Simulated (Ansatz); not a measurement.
CrIr3 (Pm-3m, No. 221, 4 atoms in the cell; start mp-12083) was calculated with LDA (plane waves, PAW; Ansatz, a first-principles code).

Numerical settings: plane-wave cutoff 520 eV, 14×14×14 k mesh, Fermi–Dirac smearing 0.05 eV, spin-polarised start, scalar-relativistic PAW data made under PBE.

Cell (relaxed at this level):

```xyz
4
Lattice="3.7527 0.0000 0.0000 0.0000 3.7527 0.0000 0.0000 0.0000 3.7527" Properties=species:S:1:pos:R:3 pbc="T T T"
Cr     0.0000     0.0000     0.0000
Ir     0.0000     1.8764     1.8764
Ir     1.8764     0.0000     1.8764
Ir     1.8764     1.8764     0.0000
```

Q: Estimate the bulk modulus B0 that the calculation returns.

A: 
* **bulk modulus B0**: 371 GPa

The run finds no gap.

Note: the magnetic order was assumed, not searched for or taken from measurement; the bulk modulus is −V dP/dV from two relaxed cells at ±2 % in volume; the relaxation could not lower the start's symmetry, so the cell can be a saddle point above a distorted one.

Spin–orbit coupling is not included.

The computed numbers hold no vibrational or temperature effects.

A start named mp-… is a Materials Project structure, which need not be a measured phase.
